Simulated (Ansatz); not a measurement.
The reference is TlBiS$_{2}$ (space group R-3m, No. 166; a = 4.085 Å, c = 21.696 Å (hexagonal axes)).

Method: PBEsol in Ansatz (plane waves to 420 eV, PAW, scalar-relativistic without spin-orbit coupling).

Before the change:

The electron mass is 0.071 mₑ along c, 0.14 mₑ across (at Γ) and the pressure is -0.01 GPa.

Modification: an isotropic linear strain of +1.20 %; the atoms relax in the strained cell.

**Question.** Predict the new energy relative to the base, largest internal atomic displacement, mean gap deformation potential ΔEg/Δln V, electron mass and pressure.

**Answer.** The energy rises by 4.8 meV/atom; the largest internal atomic displacement comes out as 0.027 Å; the mean gap deformation potential ΔEg/Δln V comes out as +3.6 eV; the electron mass changes from 0.071 mₑ along c, 0.14 mₑ across (at Γ) to 0.13 mₑ along c, 0.14 mₑ across (at Γ); the pressure (mean of the normal stresses, compression positive) drops by 1.566 GPa, from -0.01 GPa to -1.57 GPa.

With Bi and Tl present, leaving out spin-orbit coupling can change the band edges. Effective masses come from finite differences of ±0.01 Å⁻¹. Stability against distortions was not tested.

Ansatz is a program for electronic structure.
